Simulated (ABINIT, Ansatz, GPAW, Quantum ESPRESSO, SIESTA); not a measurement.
Code comparison for AlNi (Cmmm, 2 atoms in the cell)

Self-consistent single point.

```yaml
crystal:
  lattice:
    - [1.97689, -1.99167, 0.00000]
    - [1.97689, 1.99167, 0.00000]
    - [0.00000, 0.00000, 3.16049]
  atoms:
    - { symbol: Al, position: [0.00000, 0.00000, 0.00000] }
    - { symbol: Ni, position: [0.50000, 0.50000, 0.50000] }
```

All programs got the same cell, k-point mesh and kind of occupations (in Ansatz's words: kpoints.mp_grid.grid = 15 15 14; scf.occupations.method = fermi_dirac; scf.occupations.width = 0.0037 Ry); potentials, basis and cutoffs are each program's usual ones.

| code | model | pressure (GPa) | k-points | cutoff |
|---|---|---|---|---|
| SIESTA | LDA PW92, numerical atomic orbitals DZP, PseudoDojo LDA standard norm-conserving potentials (rewritten from UPF to PSML) | -16.21 | 1583 | grid 350 Ry |
| Quantum ESPRESSO | LDA (PZ), PSlibrary ultrasoft (LDA) pseudopotentials | -13.89 | 512 | 50 Ry |
| ABINIT | LDA (PW92), PAW (JTH v2.0 LDA PAW) | -19.29 | 512 | 30 Ha |
| GPAW | LDA (Perdew-Wang 92), GPAW PAW datasets LDA (gpaw-data 1.0.1) | -12.77 | 512 | 800 eV |
| Ansatz | LDA (PW92), PAW files made with PBE | -13.45 | 512 | default |

The spread over the programs that give each value: pressure within 6.52 GPa.

The starting cell comes from a database of computed structures (which also holds hypothetical and non-ambient phases and stackings), without a prior relaxation at this level. Its lattice was rescaled by a random factor within 2.5 % of one. On Ansatz's run: Spin polarisation is off. In the base run, with a pressure of about -13 GPa the cell is away from its equilibrium volume at this level.

Task: Why do the programs differ, and what cannot be compared?

Result: Differences of this kind can come from the potentials, where these differ, and from what each basis and cutoff leave unconverged. The valence holds different numbers of electrons (SIESTA 21, Quantum ESPRESSO 13, ABINIT 21, GPAW 19, Ansatz (an electronic-structure program) 21). The zero of total energies and Fermi levels follows the potentials and each program's conventions, so they are not compared here. SIESTA uses small atom-centred bases, whose incompleteness enters pressures, forces and empty levels differently from a plane-wave cutoff. Ansatz's pressure is given at a fixed set of plane waves, as the other plane-wave codes print theirs; with its correction for the finite basis it is -13.41 GPa. Ansatz's smearing width was typed in Ry to four decimals, so it matches the others to a few per cent. The same LDA comes in different parametrisations, which differ slightly. The programs reduce the same mesh by symmetry to different extents, which changes the work and not the result. In the pressure, SIESTA (by 2.54) and ABINIT (by 5.61) lie more than 1 GPa from the median of the plane-wave programs.

Left out of this page: Elk and FLEUR (not drawn, or without a comparable value).

Keys are those of Ansatz 0.2.
